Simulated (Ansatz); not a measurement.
Results of r²SCAN+SOC (plane waves, PAW; Ansatz, a program for electronic structure) for rock-salt LaTe.

Run with plane-wave cutoff 560 eV, 16×16×16 k mesh, Fermi–Dirac smearing 0.05 eV, PAW data made under PBE.

Pressure at four volumes; x = ln(V/34.233 Å³). One pressure is withheld.

```json
[
 {"V (Å³/atom)": "32.179", "x": "-0.0619", "P (GPa)": "4.09"},
 {"V (Å³/atom)": "34.233", "x": "0.0000", "P (GPa)": "0.00"},
 {"V (Å³/atom)": "35.603", "x": "0.0392", "P (GPa)": "-2.07"},
 {"V (Å³/atom)": "36.287", "x": "0.0583", "P (GPa)": "?"}
]
```

**Question.** Pass a parabola P(x) through the three rows shown, estimate the bulk modulus and its pressure derivative near zero pressure, and predict the withheld pressure.

**Answer.** Slopes between the rows: (0.00 − (4.09))/(0.0000 − (-0.0619)) = -66.07 and (-2.07 − (0.00))/(0.0392 − (0.0000)) = -52.81 GPa. Their difference over the span 0.1011 is c = 13.26/0.1011 = 131.2 GPa, so P(x) = 4.09 + (-66.07)(x − (-0.0619)) + 131.2 (x − (-0.0619))(x − (0.0000)). At the middle row B = −dP/dx = −[-66.07 + 131.2 × 0.0619] = 57.9 GPa, and B′ = dB/dP = 2c/B = 4.5. At x = 0.0583 the parabola gives -2.93 GPa; the run gives -2.94 GPa. The Birch–Murnaghan fit to the energies at all volumes has B0 = 57.6 GPa and B′ = 4.5.
